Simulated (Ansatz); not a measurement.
Here is the system:

```xyz
2
Lattice="0.0000 0.0000 -3.9819 -2.0212 2.8584 -1.9909 2.0212 2.8584 -1.9909" Properties=species:S:1:pos:R:3 pbc="T T T"
Be     0.0000     0.0043    -3.9819
Te     0.0000     4.2834    -5.9728
```

No spin polarisation.

Level of theory: r2SCAN/PAW in Ansatz (a first-principles code), no SOC. Settings: 10×10×10 k-points, 0.05 eV Fermi–Dirac smearing.

Estimate the band gap.

2.33 eV.

What mean in-plane stress (compression positive) does the calculation give?

-1.4 GPa.

A biaxial case was relaxed in a doubled cell and then solved in the primitive one. With Te present, leaving out spin-orbit coupling can change the band edges. The cells carry an imposed strain or load. Stability against distortions was not tested. The cell was made from BeTe in the zinc blende structure (space group F-43m, No. 216) by this change: biaxial strain +1.06 %, plane normal [110], relaxed out of plane.
